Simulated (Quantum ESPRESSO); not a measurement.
Quantum ESPRESSO 7.5, DFT, PBE, plane waves, SSSP 1.1.2 efficiency PBE: unreconstructed Si(100) slab of 10 layers, 1x1 (Si10), unrelaxed, 10 atoms. Basis and mesh were picked for this test and aren't claimed converged.

- cell = 3.84, 3.84, 21.22 Å; 90, 90, 90°
- task = scf
- k mesh = 4×4×1
- ecutwfc = 45 Ry
- ecutrho = 360 Ry
- occupations = smearing
- smearing = mv
- degauss = 0.02 Ry
- conv_thr = 1e-08 Ry
- tprnfor = true
- tstress = false
- k-point pools (-nk) = 2
- diagonalization = david (default)
- k-points computed = 9
- bands = 24
- electrons = 40
- G-vectors of the density = 243283
- FFT grid = 48×45×243
- symmetry operations = 8

Settings of this run: mixing_mode = TF, mixing_beta = 0.1, mixing_ndim = 8; 8 ranks.

```tsv
SCF iteration	band solver's avg # of iterations (first pass)	estimated scf accuracy (Ry)
1	2.8	0.34808534
2	1.0	0.31591088
3	1.3	0.01856461
4	7.2	0.02325210
5	1.0	0.02293946
6	1.0	0.01045374
7	1.0	0.00839017
8	1.0	0.00800573
9	2.0	0.00409362
10	1.0	0.00374410
11	1.0	0.00309689
12	1.0	0.00247800
13	2.0	0.00219302
14	1.4	0.00097814
…	…	…
19	3.0	0.00005807
20	3.7	0.00015880
21	2.0	0.00004140
22	4.0	0.00001097
23	2.1	0.00000973
24	1.9	0.00000388
25	2.7	0.00000061
26	3.6	0.00000046
…	…	…
30	4.6	0.00000068
31	3.9	0.00000076
32	3.4	0.00000020
33	1.9	0.00000030
34	2.1	0.00000008
35	2.1	0.00000003
36	3.7	0.00000001
37	2.8	8.7E-09
```

It converged after 37 SCF iterations.

### Question
Which change of one setting makes this cycle converge in far fewer steps?

### Answer
Several could match; the one computed here: mixing_beta = 1 (13 SCF iterations) or mixing_beta = 0.7 (16 SCF iterations), all else kept. The other changes of this size gave: mixing_beta = 0.4 (20); mixing_mode = local-TF (21); mixing_mode = plain (24); mixing_beta = 0.2 (26). The first change moves the result by: energy equal as printed, forces (largest component) 0.55 meV/Å. Counts are of single runs.
